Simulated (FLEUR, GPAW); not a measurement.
A FLEUR input for a self-consistent single point of SiO2 (P4_2/mnm, 6 atoms in the cell) (DFT, PBE, all-electron FLAPW (FLEUR), scalar-relativistic valence):

Input of the input generator:

```
SiO2 FLAPW
&input film=f /
4.1620530000 0.0000000000 0.0000000000
0.0000000000 4.1620530000 0.0000000000
0.0000000000 0.0000000000 2.6482390000
1.8897261246
1.0 1.0 1.0

6
14 0.5000000000 0.5000000000 0.5000000000
14 0.0000000000 0.0000000000 0.0000000000
8 0.6931600000 0.6931600000 0.0000000000
8 0.3068400000 0.3068400000 0.0000000000
8 0.8068400000 0.1931600000 0.5000000000
8 0.1931600000 0.8068400000 0.5000000000

&comp jspins=1 /
&kpt div1=4 div2=4 div3=6 gamma=t /
&end /
```

```xml
<?xml version="1.0" encoding="UTF-8" standalone="no"?>
<fleurInput fleurInputVersion="0.39">
   <comment>
      SiO2 FLAPW                                                                                          
   </comment>
   <calculationSetup>
      <cutoffs Kmax="4.2" Gmax="16.8" GmaxXC="16.8" numbands="0"/>
      <scfLoop itmax="80" minDistance="0.00001" maxIterBroyd="40" imix="Anderson" alpha="0.05" precondParam="0.0" spinf="2.0"/>
      <coreElectrons ctail="T" frcor="F" kcrel="0" coretail_lmax="0"/>
      <xcFunctional name="pbe" relativisticCorrections="F"/>
      <magnetism jspins="1"/>
      <soc l_soc="F" theta="0.0" phi="0.0" spav="F"/>
      <expertModes spex="0" secvar="F"/>
      <geometryOptimization l_f="T" forcealpha="1.0" forcemix="BFGS" epsdisp="0.00001" epsforce="0.00001"/>
      <ldaU l_linMix="F" mixParam="0.05" spinf="1.0"/>
   </calculationSetup>
   <cell>
      <bzIntegration valenceElectrons="32.0" mode="hist" fermiSmearingEnergy="0.0001">
         <kPointListSelection listName="default-1"/>
         <!-- k-points included here -->
         <xi:include xmlns:xi="http://www.w3.org/2001/XInclude" href="kpts.xml"> </xi:include>
      </bzIntegration>
      <!-- symmetry operations included here -->
      <xi:include xmlns:xi="http://www.w3.org/2001/XInclude" href="sym.xml"> </xi:include>
      <bulkLattice scale="1.0">
         <bravaisMatrix>
            <row-1>    7.8651402860698036     0.0000000000000000     0.0000000000000000</row-1>
            <row-2>    0.0000000000000000     7.8651402860698036     0.0000000000000000</row-2>
            <row-3>    0.0000000000000000     0.0000000000000000     5.0044464224845786</row-3>
         </bravaisMatrix>
      </bulkLattice>
   </cell>
   <atomSpecies>
      <species name="Silicon (Si)" element="Si" atomicNumber="14">
         <mtSphere radius="1.65" gridPoints="569" logIncrement="0.02"/>
         <atomicCutoffs lmax="6" lnonsphr="4"/>
         <electronConfig flipSpins="F">
            <coreConfig>(1s1/2) (2s1/2) (2p1/2) (2p3/2)</coreConfig>
            <valenceConfig>(3s1/2) (3p1/2) (3p3/2)</valenceConfig>
            <stateOccupation state="(3p1/2)" spinUp="0.3333333333333" spinDown="0.3333333333333"/>
            <stateOccupation state="(3p3/2)" spinUp="0.6666666666667" spinDown="0.6666666666667"/>
         </electronConfig>
         <energyParameters s="3" p="3" d="3" f="4"/>
      </species>
      <species name="Oxygen (O)" element="O" atomicNumber="8">
         <mtSphere radius="1.43" gridPoints="493" logIncrement="0.021"/>
         <atomicCutoffs lmax="6" lnonsphr="4"/>
         <electronConfig flipSpins="F">
            <coreConfig>(1s1/2)</coreConfig>
            <valenceConfig>(2s1/2) (2p1/2) (2p3/2)</valenceConfig>
            <stateOccupation state="(2p1/2)" spinUp="0.6666666666667" spinDown="0.6666666666667"/>
            <stateOccupation state="(2p3/2)" spinUp="1.3333333333333" spinDown="1.3333333333333"/>
         </electronConfig>
         <energyParameters s="2" p="2" d="3" f="4"/>
      </species>
   </atomSpecies>
   <atomGroups>
      <atomGroup species="Silicon (Si)">
         <relPos label="                   1">1.000/2.000 1.000/2.000 1.000/2.000</relPos>
         <relPos label="                   2">.0000000000 .0000000000 .0000000000</relPos>
         <force calculate="T" relaxXYZ="TTT"/>
      </atomGroup>
      <atomGroup species="Oxygen (O)">
         <relPos label="                   3">-.3068400000 -.3068400000 .0000000000</relPos>
         <relPos label="                   4">.3068400000 .3068400000 .0000000000</relPos>
         <relPos label="                   5">-.1931600000 .1931600000 1.000/2.000</relPos>
         <relPos label="                   6">.1931600000 -.1931600000 1.000/2.000</relPos>
         <force calculate="T" relaxXYZ="TTT"/>
      </atomGroup>
   </atomGroups>
   <output dos="F" band="F" slice="F">
      <checks vchk="F" cdinf="F"/>
      <bandDOS minEnergy="-.5*Htr" maxEnergy="0.5*Htr" sigma="0.015" storeEVData="T"/>
      <vacuumDOS vacdos="F" integ="F" star="F" nstars="0" locx1="0.0" locy1="0.0" locx2="0.0" locy2="0.0" nstm="0" tworkf="0.0"/>
      <unfoldingBand unfoldBand="F" supercellX="1" supercellY="1" supercellZ="1"/>
      <plotting iplot="0" polar="F">
         <plot TwoD="T" vec1="  1.0  0.0  0.0" vec2="  0.0  1.0  0.0" vec3="  0.0  0.0  1.0" zero="  0.0  0.0  0.0" file="plot"/>
      </plotting>
      <chargeDensitySlicing numkpt="0" minEigenval="0.0" maxEigenval="0.0" nnne="0" pallst="F"/>
      <specialOutput eonly="F"/>
      <magneticCircularDichroism mcd="F" energyLo="-10.0" energyUp="0.0"/>
   </output>
  <!-- We include the file relax.xml here to enable relaxations (see documentation) -->
  <xi:include xmlns:xi="http://www.w3.org/2001/XInclude" href="relax.xml"> <xi:fallback/> </xi:include>
</fleurInput>
```

Task: Give the GPAW input for the same structure, mesh, smearing and functional.

Result: One input that does it (others would too):

```python
from ase import Atoms
from ase.units import GPa
from gpaw import GPAW

atoms = Atoms(['Si', 'Si', 'O', 'O', 'O', 'O'],
              cell=[[4.162053, 0.000000, 0.000000],
                    [0.000000, 4.162053, 0.000000],
                    [0.000000, 0.000000, 2.648239]],
              scaled_positions=[[0.500000, 0.500000, 0.500000],
                                [0.000000, 0.000000, 0.000000],
                                [0.693160, 0.693160, 0.000000],
                                [0.306840, 0.306840, 0.000000],
                                [0.806840, 0.193160, 0.500000],
                                [0.193160, 0.806840, 0.500000]],
              pbc=True)

calc = GPAW(mode={'name': 'pw', 'ecut': 900},
            xc='PBE',
            kpts={'size': (4, 4, 6), 'gamma': True},
            occupations={'name': 'fermi-dirac', 'width': 0.0},
            nbands=-8,
            convergence={'density': 1e-05, 'energy': 1e-05, 'bands': -6},
            symmetry={'symmorphic': False, 'tolerance': 0.0005},
            maxiter=100,
            txt='-')

atoms.calc = calc

energy = atoms.get_potential_energy()
print('Energy (eV):', round(energy, 6))
forces = atoms.get_forces()
print('Forces (eV/Ang):')
print(forces.round(5))
stress = atoms.get_stress()
print('Stress (GPa, Voigt):', (stress / GPa).round(4))
```

Basis settings and potentials, where a program has them, do not carry over. This input uses DFT PBE, plane waves, GPAW PAW datasets PBE (gpaw-data 1.0.1).

The starting cell comes from a database of computed structures (which also holds hypothetical and non-ambient phases and stackings), without a prior relaxation at this level. Its lattice was rescaled by a random factor within 2.5 % of one.
